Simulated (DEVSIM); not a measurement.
Device: abrupt Si n-p junction, at 300 K.

```csv
layer (left to right),material,thickness (μm),Nd (cm⁻³),Na (cm⁻³),τn (s),τp (s)
1,Si,0.730,2e16,-,5.1e-5,5.1e-5
2,Si,1.20,-,1.6e14,5.1e-5,5.1e-5
```

Left contact: ohmic. Right contact: ohmic. Voltage is applied to the left contact. Recombination: SRH at mid-gap. Mobility is μmin + (μ − μmin)/(1 + (N/Nref)^α).

This is a model device: material constants are rounded textbook-type values typed into the input, and sizes, dopings and lifetimes were drawn at random. Values at 300 K.

| parameter | Si |
|---|---|
| gap (eV) | 1.124 |
| affinity (eV) | 4.05 |
| permittivity | 11.7 |
| Nc (cm⁻³) | 2.86e19 |
| Nv (cm⁻³) | 3.1e19 |
| μn (cm²/Vs) | 1417 |
| μp (cm²/Vs) | 470 |
| μn,min | 52 |
| μp,min | 45 |
| Nref,n | 9.7e16 |
| Nref,p | 2.2e17 |
| αn | 0.68 |
| αp | 0.72 |

Model (solved in DEVSIM): 1D drift-diffusion, Boltzmann statistics, complete ionisation; no tunnelling, impact ionisation, image-force lowering or self-heating.

The thickness of layer 2 was swept, all else fixed.

```csv
thickness of layer 2 (μm),dark forward voltage at 1 A/cm² (V),largest field in the device at zero bias (V/cm),dark forward voltage at 100 A/cm² (V)
0.24,0.346,22000,0.493
0.42,…,…,…
0.72,0.387,11000,0.568
1.2,0.417,9300,0.601
2,0.447,8800,0.635
3.6,0.472,8800,0.683
6,0.490,8800,0.744
```

### Question
Some entries are withheld; supply them.

### Answer

- 0.42, dark forward voltage at 1 A/cm² (V): 0.364
- 0.42, largest field in the device at zero bias (V/cm): 15000
- 0.42, dark forward voltage at 100 A/cm² (V): 0.526
